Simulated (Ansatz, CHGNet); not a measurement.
How the lattice constant a of HfSiO4 (I4₁/amd, No. 141, 12 atoms in the cell; start COD 9000852) moves with the method

No measured value is used here.

**Question.** Put these levels in order of the lattice constant a that they give for HfSiO4 (I4₁/amd, No. 141, 12 atoms in the cell; start COD 9000852), smallest first: CHGNet 0.3.0, HSE06 (Ansatz, a quantum-chemistry and plane-wave program), LDA (Ansatz), PBE (Ansatz), r²SCAN+rVV10 (Ansatz).

**Answer.** LDA (6.524 Å), r²SCAN+rVV10 (6.565 Å), HSE06 (6.593 Å), CHGNet 0.3.0 (6.625 Å), PBE (6.647 Å)

Density-functional levels without +SOC have no spin–orbit coupling. CHGNet 0.3.0, PBE, HSE06: the relaxation could not lower the start's symmetry, so the cell can be a saddle point above a distorted one. Cutoffs and k meshes differ between the levels. Ansatz's density-functional and Hartree–Fock values are scalar-relativistic unless marked +SOC, with PAW data made under PBE.

Machine-learned potentials (CHGNet 0.3.0) are trained on DFT data: a solid inside that data is no test of them.
